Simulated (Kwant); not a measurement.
System: wire with a row of barriers in a InAs two-dimensional gas. Effective mass 0.023 mₑ, grid spacing 15 nm, hard walls, nominal width 210 nm (13 grid rows, so walls 210 nm apart), one parabolic valley, scattering region 1500 nm long along x; energies count from the band bottom; Fermi energy swept from 0.00014533 to 0.0017257 eV. 2 barrier(s) across the wire, height 0.013 eV, thickness 45 nm (about 3 grid columns), spaced by 180 nm.

Constants are typed, rounded textbook-type inputs, not results; the design itself was drawn at random and stands for no fabricated device.

Kwant, effective-mass tight-binding model on a square grid, one spin, coherent transport at 0 K. Conductance is in e²/h.

How many channels do the leads carry at E = 0.881, 1.13, 1.30 meV?

The hard-wall thresholds are n² ħ²π²/(2mW²) = n² × 0.371 meV with W = 210 nm. √(0.881/0.371) = 1.54, so 1. √(1.13/0.371) = 1.75, so 1. √(1.30/0.371) = 1.87, so 1.
